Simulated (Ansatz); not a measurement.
Base system: NiGe (space group Pnma, No. 62; non-magnetic).

```yaml
crystal:
  lattice:
    - [5.32496, 0.00000, 0.00000]
    - [0.00000, 3.44135, 0.00000]
    - [0.00000, 0.00000, 5.79998]
  atoms:
    - { symbol: Ni, position: [0.00498, 0.25000, 0.19202] }
    - { symbol: Ni, position: [0.50498, 0.25000, 0.30798] }
    - { symbol: Ni, position: [0.99502, 0.75000, 0.80798] }
    - { symbol: Ni, position: [0.49502, 0.75000, 0.69202] }
    - { symbol: Ge, position: [0.19034, 0.25000, 0.58573] }
    - { symbol: Ge, position: [0.69034, 0.25000, 0.91427] }
    - { symbol: Ge, position: [0.80966, 0.75000, 0.41427] }
    - { symbol: Ge, position: [0.30966, 0.75000, 0.08573] }
```

Cartesian axes are those of the cell as printed.

Method: Kohn–Sham DFT with the r2SCAN functional, run in Ansatz (a quantum-chemistry and plane-wave program) with PAW and 500 eV plane waves, no SOC.

Before the change:

| Property | Result |
|---|---|
| Pressure | 0.0 GPa |

Modification: the symmetric strain tensor [0.0351 0.0032 -0.0001; 0.0032 -0.0113 0.0204; -0.0001 0.0204 -0.0035]; the atoms relax in the strained cell.

Question: Predict the new pressure.

Answer: The pressure (mean of the normal stresses, compression positive) goes from zero to -2.9 GPa.

Question: What does the calculation give for the largest internal atomic displacement after the change?

Answer: The largest internal atomic displacement comes out as 0.025 Å.

Question: What happens to the energy relative to the base?

Answer: The energy grows by 13 meV/atom.

Without a gap, meshes like the base's 9×14×8 leave anisotropic stresses uncertain by several tenths of a GPa, and small strain energies with them. Whether these cells are dynamically stable was not tested. Starting moments died away, wholly or in part, for the base; another magnetic solution may exist. All final runs are without spin polarisation.
